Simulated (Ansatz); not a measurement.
The starting structures come from a database of crystals and need not be the phases stable at ambient conditions.

Inside the gap of an insulator the Bloch states are evanescent, with a wavenumber k + iκ along the transport direction.

Consider the following.

```xyz
6
Lattice="4.1876 0.0000 0.0000 0.0000 4.1876 0.0000 0.0000 0.0000 7.6219" Properties=species:S:1:pos:R:3 pbc="T T T"
Pb     0.0000     2.0938     6.1379
Pb     2.0938     0.0000     1.4840
Br     2.0938     0.0000     4.9262
Br     0.0000     2.0938     2.6957
F      2.0938     2.0938     0.0000
F      0.0000     0.0000     0.0000
```

Space group of this cell: P4/nmm. The cell was relaxed by PBE-D3(BJ).

Transport runs along the normal of the first two printed cell vectors, the (001) plane of the conventional cell.

No gap correction and no spin-orbit coupling; mid-gap values are interpolated between computed energies.

Problem. Give the band gap and the smallest decay constant κ at mid-gap that r2SCAN (Ansatz, a program for electronic structure) yields.

Solution. Gap 3.04 eV on a 8×8×4 mesh; κ = 0.312 1/Å, at the zone centre.
